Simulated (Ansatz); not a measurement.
We consider corundum Ga₂O₃ (metastable phase), described by PBE in Ansatz (plane waves, PAW).

Numerical settings: plane-wave cutoff 500 eV, 8×8×8 k mesh, gaussian smearing 0.02 eV, scalar-relativistic PAW data made under PBE.

Cell (relaxed at this level):

Space group R-3c, hexagonal axes (No. 167); a = 5.057 Å, b = 5.057 Å, c = 13.624 Å, α = 90.00°, β = 90.00°, γ = 120.00°

```csv
atom,site,symmetry,x,y,z
Ga,12c,3.,0.0000,0.0000,0.1441
O,18e,.2,0.3031,0.3031,0.2500
```
(The calculation used a cell of 10 atoms; values per cell refer to that cell.)

Q: Give the computed band gap.

A: 
- band gap = 2.42 eV (on the SCF k mesh)

Spin–orbit coupling is not included.

The computed numbers hold no vibrational or temperature effects.

It cost roughly 2.2 core-minutes of CPU time.

Ansatz is a program for electronic structure.
